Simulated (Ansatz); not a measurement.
Defect migration in corundum: O vacancy, neutral cell. Level of theory: PBE, PAW (plane waves to 420 eV; Ansatz, a program for electronic structure).

120-site cell at the relaxed PBE lattice, the Γ point alone, smearing 0.01 eV, spin-restricted, no finite-size correction. Static, classical nuclei. The charge state is imposed; whether it is stable for some Fermi level was not computed. Forms of the defect that were not tried may lie lower.

Barriers: single points on a 2×2×2 k-point mesh shifted by half a step along c at the bands' geometries (they differ from the bands' own by up to 0.29 eV, and are uncertain by about as much).

The step: a nearby O atom hops onto the vacant site. Atoms about the jump, Cartesian Å from the middle of the jump, before and after:

| atom | x0 | y0 | z0 | x1 | y1 | z1 |
|---|---|---|---|---|---|---|
| O1 | -0.83 | -0.05 | 1.09 | 0.83 | 0.05 | -1.09 |
| Al2 | -0.06 | -1.27 | -0.30 | -0.09 | -1.35 | -0.26 |
| Al3 | -0.06 | 1.37 | -1.89 | -0.09 | 1.44 | -1.94 |
| Al4 | -0.10 | 1.44 | 1.94 | -0.14 | 1.37 | 1.89 |
| Al5 | 2.32 | 0.05 | 0.25 | 2.31 | 0.05 | 0.24 |
| O6 | 1.57 | 1.55 | 1.08 | 1.57 | 1.54 | 1.09 |
| O7 | -1.77 | 1.32 | -1.09 | -1.75 | 1.33 | -1.09 |
| O8 | 1.38 | -1.33 | 1.09 | 1.36 | -1.33 | 1.09 |
| Al9 | -2.50 | 0.05 | 0.24 | -2.42 | 0.05 | 0.29 |
| O10 | -1.77 | -1.22 | -1.10 | -1.75 | -1.23 | -1.10 |
| O11 | -1.03 | 2.83 | 1.09 | -1.03 | 2.83 | 1.09 |
| O12 | 0.64 | 2.93 | -1.09 | 0.64 | 2.94 | -1.10 |
| Al13 | -0.10 | -1.34 | 2.42 | -0.09 | -1.35 | 2.44 |
| O14 | -0.83 | -2.60 | 1.09 | -0.83 | -2.59 | 1.09 |

**Question.** Give the saddle-point geometry and the barrier.

**Answer.** 
| atom | x | y | z |
|---|---|---|---|
| O1 | -0.02 | 0.33 | 0.02 |
| Al2 | -0.13 | -1.43 | -0.27 |
| Al3 | -0.10 | 1.35 | -1.76 |
| Al4 | -0.05 | 1.41 | 1.80 |
| Al5 | 2.28 | 0.06 | 0.29 |
| O6 | 1.69 | 1.62 | 1.16 |
| O7 | -1.90 | 1.37 | -1.17 |
| O8 | 1.39 | -1.38 | 1.13 |
| Al9 | -2.56 | 0.08 | 0.17 |
| O10 | -1.80 | -1.24 | -1.10 |
| O11 | -1.03 | 2.83 | 1.07 |
| O12 | 0.64 | 2.94 | -1.07 |
| Al13 | -0.03 | -1.41 | 2.51 |
| O14 | -0.83 | -2.56 | 1.09 |
It lies 4.11 eV above the start and 4.11 eV above the end. The saddle point's order was not checked.
